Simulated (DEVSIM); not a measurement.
Structure: Al0.4Ga0.6As/GaAs n-p heterojunction, at 400 K.

```tsv
layer (left to right)	material	thickness (μm)	Nd (cm⁻³)	Na (cm⁻³)	τn (s)	τp (s)
1	Al0.4Ga0.6As	0.0810	3e17	-	2.8e-9	2.8e-9
2	GaAs	1.30	-	4.5e16	2.8e-9	2.8e-9
```

Left contact: ohmic. Right contact: ohmic. Voltage is applied to the left contact. Recombination: SRH at mid-gap, radiative. Mobility is μmin + (μ − μmin)/(1 + (N/Nref)^α).

The device is made up for the run: typed textbook-type constants, with dimensions and the other settings drawn at random. Values at 300 K; Nc and Nv go as T^1.5, mobilities as T to minus their exponent, the gap by Varshni's rule with the affinity fixed.

```
parameter         Al0.4Ga0.6As      GaAs
----------------  ------------  --------
gap (eV)                1.9228     1.424
affinity (eV)            3.754      4.07
permittivity             11.76      12.9
Nc (cm⁻³)              7.93e17    4.7e17
Nv (cm⁻³)                 9e18      9e18
μn (cm²/Vs)               3220      8500
μp (cm²/Vs)                158       400
μn,min                     500       500
μp,min                      20        20
Nref,n                    6e16      6e16
Nref,p                  1.5e17    1.5e17
αn                        0.39      0.39
αp                        0.38      0.38
T exponent of μn           2.1       2.1
T exponent of μp           2.2       2.2
B (cm³/s)                2e-10     2e-10
Varshni α (eV/K)      0.000541  0.000541
Varshni β (K)              204       204
```

Simulated with DEVSIM: 1D drift-diffusion, Boltzmann statistics, complete ionisation; no tunnelling, impact ionisation, image-force lowering or self-heating. Band offsets follow the typed affinities; no thermionic-emission limit at abrupt steps, no polarisation charge.

The doping Na of layer 2 was swept, all else fixed.

```csv
doping Na of layer 2 (cm^-3),dark forward voltage at 100 A/cm² (V),dark forward voltage at 1 A/cm² (V),potential step across the device at zero bias (V),largest field in the device at zero bias (V/cm)
1.4e15,0.816,0.638,1.328,140000
4.5e15,0.858,0.689,1.368,140000
1.4e16,___,___,1.407,140000
4.5e16,0.947,0.784,1.447,150000
1.4e17,0.993,0.831,1.487,210000
4.5e17,1.043,0.879,1.527,290000
1.4e18,1.109,0.936,1.566,340000
```

**Question.** What belongs in the gaps?

**Answer.** 
- 1.4e16, dark forward voltage at 100 A/cm² (V): 0.900
- 1.4e16, dark forward voltage at 1 A/cm² (V): 0.736
